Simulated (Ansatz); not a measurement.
## By hand: formation energy of the neutral H_i in SnO (P4/nmm)

We look at the formation energy of the neutral H_i in SnO (P4/nmm). Reaction: 54 SnO (P4/nmm) + 1/2 H2 (gas) → cell A.

A: a supercell of 108 sites of SnO (P4/nmm) with H off the lattice sites (1 Sn at 1.72 Å); partly filled levels (a metallic host or states in the gap) with PBE; an odd number of electrons; spin state with PBE: no moments.

Ansatz (an electronic-structure program) with PAW potentials; structures come from PBE+D3(BJ) relaxations, nuclei static, no net charge. Ansatz runs with its default PAW set. Other levels take these structures. The lattices are those relaxed with PBE+D3(BJ), so at other levels the solids can be strained. Larger cells are relaxed on a coarser mesh till forces fall under 0.03 eV/Å, which some starts already meet. A dispersion term (D3(BJ), or D4 for r2SCAN) was computed beside these levels and is taken off wherever the name lacks it. The PAW files were made for PBE and serve at the other functionals too. Space groups of crystals are read within 0.01 Å. The runs are scalar-relativistic, without spin-orbit coupling. Mesh and cell size may move defect energies by 0.1 eV or more. The value holds for the reservoirs listed; other chemical potentials shift it. Cell A has symmetry Pm within 0.02 Å and got no random move, so less symmetric positions, which may lie lower, weren't tried.

Total energies of the cells in eV, at zero smearing width. They compare only within one column; the weights balance every element.

```
cell          atoms  weight         r2SCAN
------------  -----  ------  -------------
A: SnO:H_i      109      +1  -356810.69309
SnO (P4/nmm)    108      −1  -356796.00682
H2 (gas)          2    −1/2      -31.88988
```

r2SCAN: (-356810.69309) − (-356796.00682) − 1/2 × (-31.88988) = 1.259 eV.
